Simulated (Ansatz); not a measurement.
Ag (P6₃/mmc, No. 194, 2 atoms in the cell; start COD 1509145; another form than the element's usual one) was calculated with PBEsol (PAW; Ansatz, an electronic-structure program).

Settings: plane-wave cutoff 520 eV, 24×24×12 k mesh (along the axes of the cell as run), Fermi–Dirac smearing 0.05 eV, no spin polarisation, scalar-relativistic PAW data made under PBE.

Cell (relaxed at this level):

```
Ag
1.0
    2.86278     0.00000     0.00000
   -1.43139     2.47924     0.00000
    0.00000     0.00000     4.70146
Ag
2
Direct
  0.33333   0.66667   0.25000
  0.66667   0.33333   0.75000
```

**Question.** Predict the bulk modulus.

**Answer.** 
* **bulk modulus**: 118 GPa

The run finds no gap.

Note: the bulk modulus is −V dP/dV from two relaxed cells at ±2 % in volume; the relaxation could not lower the start's symmetry, so the cell can be a saddle point above a distorted one.

Computed values are for the static lattice.
